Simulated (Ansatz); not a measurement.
Consider CuI in the wurtzite structure (space group P6_3mc, No. 186; a = 4.1870 Å, c = 6.8978 Å).

One thing is altered: a hydrostatic pressure of 5 GPa.

Levels (all Ansatz, an electronic-structure program, PAW): PBEsol (420 eV, spin-orbit coupling left out); PBEsol+SOC (420 eV, with spin-orbit coupling).

The geometry is relaxed with PBEsol.

| Quantity | Value |
|---|---|
| PBEsol gap character | direct at Γ |
| PBEsol lowest conduction level above the VBM at special points | Γ 1.47 eV; L 2.36 eV; M 2.46 eV; A 2.51 eV |
| PBEsol valence-band top at Γ | 0.00, 0.00, -0.12 eV |
| PBEsol pressure | 5.00 GPa |

### Question
What does PBEsol+SOC give at this geometry for the gap character, lowest conduction level above the VBM at special points, valence-band top at Γ and pressure?

### Answer
The gap character remains direct at Γ; the lowest conduction level above the VBM at special points goes from Γ 1.47 eV; L 2.36 eV; M 2.46 eV; A 2.51 eV to Γ 1.27 eV; L 2.16 eV; M 2.25 eV; A 2.31 eV; the valence-band top at Γ (three highest Kramers pairs, from the VBM) changes from 0.00, 0.00, -0.12 eV to 0.00, -0.08, -0.60 eV; the pressure grows by 0.061 GPa to 5.07 GPa.

Single points use the geometry relaxed with PBEsol. Differences between runs with and without spin-orbit coupling are approximate. Spin-orbit coupling, missing from the scalar runs, can matter with I. Load acts through the strain it causes; cell and atoms are relaxed under it. Stability against distortions was not tested. Tetrahedral semiconductors of this kind turn to denser phases somewhere between about 1 and 50 GPa; those were not computed, so compressed cells here can lie past the real transition. The runs without spin-orbit coupling are not spin-polarised. This is not the structure that CuI has at room temperature and ambient pressure.
